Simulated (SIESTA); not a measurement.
Worked example: self-consistent single point of As (P-1, 2 atoms in the cell) in SIESTA.

Computed with GGA PBE with spin-orbit coupling, numerical atomic orbitals DZP, PseudoDojo PBE fully relativistic norm-conserving potentials (rewritten from UPF to PSML) (SIESTA).

```
As
1.0
    1.87741     1.08392     3.70434
   -1.87741     1.08392     3.70434
    0.00000    -2.16785     3.70434
As
2
Cartesian
 -0.01817  -0.01397   2.47561
  0.01817   0.01397   8.63740
```

Reference input (self-consistent single point, DFT, GGA PBE, numerical atomic orbitals DZP, PseudoDojo PBE standard norm-conserving potentials (rewritten from UPF to PSML)): XC.functional = GGA; XC.authors = PBE; potentials = PseudoDojo PBE standard; PAO.BasisSize = DZP; PAO.EnergyShift = 0.01 Ry; MeshCutoff = 300 Ry; kgrid.MonkhorstPack = 7 7 7; OccupationFunction = FD; ElectronicTemperature = 1160.45 K; MaxSCFIterations = 150; SCF.Mixer.Method = Pulay; SCF.Mixer.Weight = 0.1. This run's input differs from it in these lines:

```diff
@@ -1,2 +1,2 @@
-# files in the folder: As.psml (PseudoDojo PBE standard)
+# files in the folder: As.psml (PseudoDojo PBE fully relativistic)
 SystemName  As
@@ -33,2 +33,7 @@
 ElectronicTemperature        1160.45 K
+Spin                         spin-orbit
+%block DM.InitSpin
+  1 0.00 0.00 0.00
+  2 0.00 0.00 0.00
+%endblock DM.InitSpin
```

Output, abridged:

```
        iscf     Eharris(eV)        E_KS(eV)     FreeEng(eV)     dDmax    Ef(eV) dHmax(eV)
   scf:    1    -5769.613088    -5768.268371    -5768.273990  0.278075 -2.806288  1.833923
     spin moment: {S} , |S| = {    0.00000    0.00000    0.00000 }     0.00000
   scf:    2    -5768.341275    -5768.305805    -5768.311531  0.003783 -2.848370  1.586518
     spin moment: {S} , |S| = {   -0.00000    0.00000    0.00000 }     0.00000
   scf:    3    -5768.428555    -5768.389559    -5768.396491  0.021150 -3.081566  0.195077
     spin moment: {S} , |S| = {    0.00000    0.00000   -0.00000 }     0.00000
   [... lines left out ...]
     spin moment: {S} , |S| = {   -0.00000   -0.00000    0.00000 }     0.00000
   scf:    6    -5768.391651    -5768.391641    -5768.398387  0.001317 -3.085783  0.000487
     spin moment: {S} , |S| = {   -0.00000    0.00000   -0.00000 }     0.00000
   scf:    7    -5768.391662    -5768.391647    -5768.398386  0.000112 -3.085510  0.002848
     spin moment: {S} , |S| = {    0.00000    0.00000   -0.00000 }     0.00000
   scf:    8    -5768.391631    -5768.391643    -5768.398387  0.000093 -3.085641  0.000167
     spin moment: {S} , |S| = {   -0.00000   -0.00000    0.00000 }     0.00000
SCF Convergence by DM+H criterion
max |DM_out - DM_in|         :     0.0000934731
max |H_out - H_in|      (eV) :     0.0001668209
SCF cycle converged after 8 iterations

Using DM_out to compute the final energy and forces

siesta: E_KS(eV) =            -5768.3916

siesta: E_KS - E_eggbox =     -5768.3916

siesta: Atomic forces (eV/Ang):
     1    0.277028    0.223312    1.539818
     2   -0.277028   -0.223312   -1.539818
   Tot    0.000000   -0.000000   -0.000000
   Max    1.539818
   Res    0.912442    sqrt( Sum f_i^2 / 3N )
   Max    1.539818    constrained

Stress tensor Voigt[x,y,z,yz,xz,xy] (kbar):      -74.53      -90.44      -41.91       -9.56      -11.61        9.91
(Free)E + p*V (eV/cell)    -5766.4516
Target enthalpy (eV/cell)    -5768.3984

siesta: Program's energy decomposition (eV):
siesta: Enl(+so)=     -2850.144960
   [... lines left out ...]
siesta: FreeEng =     -5768.398387
   [... lines left out ...]
siesta:    -0.046520    0.006182   -0.007243
siesta:     0.006182   -0.056447   -0.005965
siesta:    -0.007243   -0.005965   -0.026161

siesta: Cell volume =         45.229241 Ang**3

siesta: Pressure (static):
siesta:                Solid            Molecule  Units
siesta:           0.00046879          0.00123169  Ry/Bohr**3
siesta:           0.04304271          0.11308844  eV/Ang**3
siesta:          68.96202848        181.18764841  kBar
```

The run converged in 8 iterations. Against the reference run the pressure moves little (6.93 to 6.90 GPa) and the largest force moves little (1.581 to 1.580 eV/Å).

The starting cell comes from a database of computed structures (which also holds hypothetical and non-ambient phases and stackings), without a prior relaxation at this level. Its atoms were displaced at random from the sites of space group no. 166. Values carry the incompleteness of an atom-centred basis. With a pressure of about 7 GPa the cell is away from its equilibrium volume at this level. Forces in this geometry exceed 1 eV/Å.

Cost on one core of a shared machine: roughly 40 s.
